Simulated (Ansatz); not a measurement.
**LaNi (Cmcm, No. 63; cell taken from a computed entry)**

Level of theory: PBEsol (PAW; Ansatz, an electronic-structure program).

Numerical settings: plane-wave cutoff 500 eV, 16×16×12 k mesh (along the axes of the cell as run), Fermi–Dirac smearing 0.1 eV, no spin polarisation, scalar-relativistic PAW data made under PBE.

Cell: relaxed at this level.

```json
{
  "equilibrium_volume_per_atom": "21.69 Å³/atom",
  "band_gap": "none"
}
```

Note: the relaxation could not lower the start's symmetry, so the cell can be a saddle point above a distorted one.

Spin–orbit coupling is not included.

Computed values are for the static lattice.

It cost very roughly 15 core-minutes of CPU time.
